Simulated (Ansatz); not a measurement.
Take BeS in the zinc blende structure (space group F-43m, No. 216; a = 4.8686 Å) as the base. Axes: x, y, z lie along the cube axes.

Computed with r2SCAN (Ansatz, a program for electronic structure; PAW; 500 eV plane waves; without spin-orbit coupling).

One thing is altered: every lattice vector is shortened by 3.00 %, atoms relaxed at fixed cell.

Problem. Predict the stress tensor and what it implies for the stiffness.

Solution. Stress of the strained cell less that of the base (GPa, compression positive):
```
  10.57    0.00    0.00
   0.00   10.57    0.00
   0.00    0.00   10.57
```

Then B = −ΔP/(ΔV/V₀) with ΔV/V₀ = -0.0873 gives secant stiffness values (nonlinear terms included at this strain): B ≈ 121 GPa.

As a check, the harmonic strain energy −½ V₀ Δσ:ε is 43 meV/atom; the computed energy rise is 39 meV/atom.

Whether these cells are dynamically stable was not tested.
